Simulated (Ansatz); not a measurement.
## CuI, response to strain

Take CuI in the zinc blende structure (space group F-43m, No. 216; a = 6.0228 Å) as the base. Axes: x, y, z lie along the cube axes.

Strains are applied to the cell and any free atomic positions relax.

Calculations: r2SCAN (Ansatz, a first-principles code, PAW, without spin-orbit coupling).

Notes on the quantities. energy relative to the base: free energy F.

```json
[
 {"change": "base", "energy relative to the base": "0 meV/atom", "band gap": "1.67 eV", "volume per atom": "27.31 Å³"},
 {"change": "tensor shear ε_xy = +2.00 %", "energy relative to the base": "+3.1 meV/atom", "band gap": "1.63 eV", "volume per atom": "27.30 Å³"},
 {"change": "tensor shear ε_xy = +1.71 %", "energy relative to the base": "+2.3 meV/atom", "band gap": "1.64 eV", "volume per atom": "27.30 Å³"},
 {"change": "tensor shear ε_xy = +0.29 %", "energy relative to the base": "+0.1 meV/atom", "band gap": "1.66 eV", "volume per atom": "27.31 Å³"},
 {"change": "tensor shear ε_xy = +0.57 %", "energy relative to the base": "+0.3 meV/atom", "band gap": "1.66 eV", "volume per atom": "27.31 Å³"},
 {"change": "tensor shear ε_xy = +0.86 %", "energy relative to the base": "?", "band gap": "1.66 eV", "volume per atom": "27.31 Å³"},
 {"change": "tensor shear ε_xy = +1.14 %", "energy relative to the base": "?", "band gap": "?", "volume per atom": "27.31 Å³"},
 {"change": "tensor shear ε_xy = +1.43 %", "energy relative to the base": "+1.6 meV/atom", "band gap": "1.64 eV", "volume per atom": "27.30 Å³"}
]
```

Q: Complete the table.

A: 
- tensor shear ε_xy = +0.86 %, energy relative to the base: +0.6 meV/atom
- tensor shear ε_xy = +1.14 %, energy relative to the base: +1.0 meV/atom
- tensor shear ε_xy = +1.14 %, band gap: 1.65 eV

With I present, leaving out spin-orbit coupling can change the band edges. Stability against distortions was not tested. The final runs are not spin-polarised.
